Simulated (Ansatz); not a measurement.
The starting structures come from a database of crystals and need not be the phases stable at ambient conditions.

Given:

```
CELL_PARAMETERS angstrom
      3.30871     0.00000     0.00000
      0.00000    21.82762     0.00000
      1.65435     0.00000     2.86543
ATOMIC_POSITIONS crystal
  Al 0.00000 0.34100 0.00000
  Al 0.00000 0.84100 0.00000
  Al 0.33333 0.95530 0.33333
  Al 0.66667 0.45530 0.66667
  Al 0.33333 0.73760 0.33333
  Al 0.66667 0.23760 0.66667
  Al 0.66667 0.04720 0.66667
  Al 0.33333 0.54720 0.33333
  Al 0.00000 0.15250 0.00000
  Al 0.00000 0.65250 0.00000
  C  0.00000 0.75110 0.00000
  C  0.00000 0.25110 0.00000
  C  0.33333 0.63420 0.33333
  C  0.66667 0.13420 0.66667
  C  0.00000 0.49770 0.00000
  C  0.00000 0.99770 0.00000
  N  0.33333 0.87030 0.33333
  N  0.66667 0.37030 0.66667
```

Space group of this cell: P6_3mc. The cell is taken as given; by PBEsol its mean pressure is -2.6 GPa.

Transport runs along the normal of the first two printed cell vectors, the (100) plane of the conventional cell.

The gap is the functional's own, uncorrected, and κ follows it; spin-orbit coupling is left out. Mid-gap values are interpolated between the computed energies.

Problem. Give the band gap and the smallest decay constant κ at mid-gap that Ansatz (an electronic-structure program) with PBEsol yields.

Solution. Gap 0.78 eV on a 10×2×10 mesh; κ = 0.141 1/Å, at (0.500, 0.000) of the in-plane reciprocal vectors. At the zone centre, at the nearest computed energy, the slowest state has κ = 0.16 1/Å.
